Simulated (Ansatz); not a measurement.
Base system: InP (space group P4_2/mnm, No. 136; a = 7.175 Å, c = 4.163 Å; a hypothetical phase, not in the database extracts checked). Axes: x, y, z lie along a, b, c of the conventional cell.

One thing is altered: a pure shear with ε_xz = ε_zx = -0.0060, atoms relaxed at fixed cell.

Levels (all Ansatz, a first-principles code, PAW): PBEsol (420 eV, no spin-orbit coupling); r2SCAN (500 eV, no spin-orbit coupling); HSE06 (420 eV, no spin-orbit coupling).

At the geometry relaxed with PBEsol, these levels gave the following band gaps, in shuffled order: (a) 1.24 eV, (b) 1.57 eV, (c) 0.70 eV.

Problem. Match each gap to its level.

Solution. (a) r2SCAN; (b) HSE06; (c) PBEsol.

Single points use the geometry relaxed with PBEsol. The cells carry an imposed strain or load. Stability against distortions was not tested.
